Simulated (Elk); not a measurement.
Troubleshooting Elk: a failed run on YbPPt (P-6m2, 3 atoms in the cell). The aim is a self-consistent single point with DFT, PBEsol, all-electron FP-LAPW, Elk's shipped species files, APW+lo basis with extra local orbitals.

Input:

```
tasks
  0

xctype
  22

rgkmax
  8.0

gmaxvr
  14.0

nxlo
  2

lorbcnd
  .true.

rmtscf
  0.83

lmaxi
  2

stype
  3

swidth
  0.00367493

avec
    7.7037900374   -0.0000000550    0.0000000000
   -3.8518949711    6.6716779053    0.0000000000
    0.0000000000    0.0000000000    7.7401481311

sppath
  'species/'

atoms
  3   : nspecies
  'Yb.in'   : spfname
  1   : natoms; atposl, bfcmt below
  0.0000000000  0.0000000000  0.0000000000    0.0 0.0 0.0
  'P.in'   : spfname
  1   : natoms; atposl, bfcmt below
  0.6666666667  0.3333333333  0.5000000000    0.0 0.0 0.0
  'Pt.in'   : spfname
  1   : natoms; atposl, bfcmt below
  0.3333333333  0.6666666667  0.5000000000    0.0 0.0 0.0

ngridk
  4 4 4
```

Output, abridged:

```
│ Elk code version 10.2.4 started │

Error(readspecies): error opening species file species/P.in
```

Task: From the messages shown, name the fault and mend the input.

Result: The fault is a potential or basis that cannot be found (a species file is not in the folder). The input names a file or set that is not where the program looks, or that does not exist under that name. To fix it, correct the name or place the file. The program stopped before any SCF iteration.

On the sound input: the starting cell comes from a database of computed structures (which also holds hypothetical and non-ambient phases and stackings), without a prior relaxation at this level. Spin polarisation is off, so a magnetic state, if there is one, cannot be reached. The f electrons are in the valence without U or exact exchange, which can misplace them near the Fermi level. Spin-orbit terms, which matter for f shells, are left out. Values depend on the basis (sphere radii, cutoffs, local orbitals), which need not be converged. Without a gap this mesh is coarse (it stands for a supercell whose shortest vector is 16 Å).
